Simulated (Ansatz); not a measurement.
System: AlB2-type ZrB2. Method: PBE-D3(BJ) (PAW; Ansatz, a program for electronic structure).

Settings: plane-wave cutoff 520 eV, 24×24×16 k mesh (along the axes of the cell as run), Fermi–Dirac smearing 0.05 eV, scalar-relativistic PAW data made under PBE.

Cell (relaxed at this level):

```yaml
crystal:
  lattice:
    - [1.57237, -2.72343, 0.00000]
    - [1.57237, 2.72343, 0.00000]
    - [0.00000, 0.00000, 3.50909]
  atoms:
    - { symbol: Zr, position: [0.00000, 0.00000, 0.00000] }
    - { symbol: B, position: [0.33333, 0.66667, 0.50000] }
    - { symbol: B, position: [0.66667, 0.33333, 0.50000] }
```

Q: Give the computed bulk modulus B0 and pressure derivative B′ of the bulk modulus.

A: 
* **bulk modulus B0**: 250 GPa
* **pressure derivative B′ of the bulk modulus**: 3.9

The run finds no gap.

Note: the bulk modulus comes from volumes at which shape and atoms were relaxed.
